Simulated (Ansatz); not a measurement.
**A computed series for WC: pressure series**

Take WC (space group P-6m2, No. 187; a = 2.884 Å, c = 2.812 Å) as the base.

Cell and atoms are relaxed at each pressure.

Level of theory: LDA/PAW in Ansatz (a program for electronic structure), without spin-orbit coupling.

Notes on the quantities. enthalpy: H = E + PV relative to the base's energy.

```json
[
 {"change": "base", "lattice parameter a": "2.884 Å", "enthalpy": "–"},
 {"change": "pressure −2 GPa", "lattice parameter a": "2.889 Å", "enthalpy": "-0.13 eV/atom"},
 {"change": "pressure −1 GPa", "lattice parameter a": "2.886 Å", "enthalpy": "-0.06 eV/atom"},
 {"change": "pressure 0.9 GPa", "lattice parameter a": "2.881 Å", "enthalpy": "+0.06 eV/atom"},
 {"change": "pressure 2.1 GPa", "lattice parameter a": "2.879 Å", "enthalpy": "+0.13 eV/atom"},
 {"change": "pressure 4.5 GPa", "lattice parameter a": "2.873 Å", "enthalpy": "+0.28 eV/atom"},
 {"change": "pressure 9 GPa", "lattice parameter a": "2.862 Å", "enthalpy": "+0.56 eV/atom"},
 {"change": "pressure 15 GPa", "lattice parameter a": "2.849 Å", "enthalpy": "+0.93 eV/atom"},
 {"change": "pressure 22.5 GPa", "lattice parameter a": "2.834 Å", "enthalpy": "+1.39 eV/atom"},
 {"change": "pressure 30 GPa", "lattice parameter a": "2.819 Å", "enthalpy": "+1.84 eV/atom"}
]
```

Load acts through the strain it causes; cell and atoms are relaxed under it. No phonon test of stability was made. Competing high-pressure phases were not computed. The final runs are not spin-polarised.
